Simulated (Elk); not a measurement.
Worked example: self-consistent single point of Ti₃Nb (Pm-3m, 4 atoms in the cell) in Elk.

Method of the run: PBEsol, all-electron FP-LAPW, Elk's shipped species files, default APW+lo basis (Elk).

```xyz
4
Lattice="4.2182 0.0000 0.0000 0.0000 4.2182 0.0000 0.0000 0.0000 4.2182" Properties=species:S:1:pos:R:3 pbc="T T T"
Ti     0.0000     2.1091     2.1091
Ti     2.1091     0.0000     2.1091
Ti     2.1091     2.1091     0.0000
Nb     0.0000     0.0000     0.0000
```

Reference input (self-consistent single point, DFT, PBEsol, all-electron FP-LAPW, Elk's shipped species files, default APW+lo basis): xctype = 22; swidth = 0.00367493 Ha; ngridk = 5 5 5; vkloff = 0.5 0.5 0.5; maxscl = 100. This run's input differs from it in these lines:

```diff
@@ -6,4 +6,7 @@
 
+stype
+  1
+
 swidth
-  0.00367493
+  0.00183747
```

The program printed (abridged):

```
│ Self-consistent loop started │
│ Loop number : 1 │
 total energy                :     -6364.15626613
│ Loop number : 2 │
 total energy                :     -6364.63584434
RMS change in Kohn-Sham potential (target) :   0.3257978269     (  0.1000000000E-05)
Absolute change in total energy (target)   :   0.4795782010     (  0.1000000000E-03)
│ Loop number : 3 │
 total energy                :     -6365.12178052
RMS change in Kohn-Sham potential (target) :   0.3248498466     (  0.1000000000E-05)
Absolute change in total energy (target)   :   0.6058307313     (  0.1000000000E-03)
│ Loop number : 4 │
   [... lines left out ...]
Absolute change in total energy (target)   :   0.3275082918E-03 (  0.1000000000E-03)
│ Loop number : 16 │
 total energy                :     -6377.08198171
RMS change in Kohn-Sham potential (target) :   0.3139993634E-06 (  0.1000000000E-05)
Absolute change in total energy (target)   :   0.1109052837E-03 (  0.1000000000E-03)
│ Loop number : 17 │
 total energy                :     -6377.08198206
RMS change in Kohn-Sham potential (target) :   0.6667906766E-07 (  0.1000000000E-05)
Absolute change in total energy (target)   :   0.2807960209E-04 (  0.1000000000E-03)
Convergence targets achieved

│ Loop number : 18 │

Energies :
 Fermi                       :     0.284848246848
 total energy                :     -6377.08198168

Density of states at Fermi energy :    207.6829316
 (states/Hartree/unit cell)

Estimated indirect band gap :   0.8657492467E-03
 from k-point      6 to k-point      6
Estimated direct band gap   :   0.8657492467E-03
 at k-point      6

Charges :
 core                        :    58.00000000
 valence                     :    49.00000000
 interstitial                :    6.987362031
 muffin-tins (core leakage)
  species :    1 (Ti)
   atom    1                 :    20.28219420     (  0.5744489329E-09)
   atom    2                 :    20.28219420     (  0.5744489329E-09)
   atom    3                 :    20.28219420     (  0.5744489329E-09)
  species :    2 (Nb)
   atom    1                 :    39.16605536     (  0.9256839242E-06)
 total in muffin-tins        :    100.0126380
 total calculated charge     :    107.0173003
 total charge                :    107.0000000
 error                       :   0.1730031987E-01

│ Self-consistent loop stopped │
```

The run converged in 18 iterations. The count includes the last loop, which Elk runs after its targets are met. 

The starting cell comes from a database of computed structures (which also holds hypothetical and non-ambient phases and stackings), without a prior relaxation at this level. Its lattice was rescaled by a random factor within 2.5 % of one. Spin polarisation is off. Values depend on the basis (sphere radii, cutoffs, local orbitals), which need not be converged. The log's line on a gap gives a spacing of levels on this mesh, which the program prints for metals too.
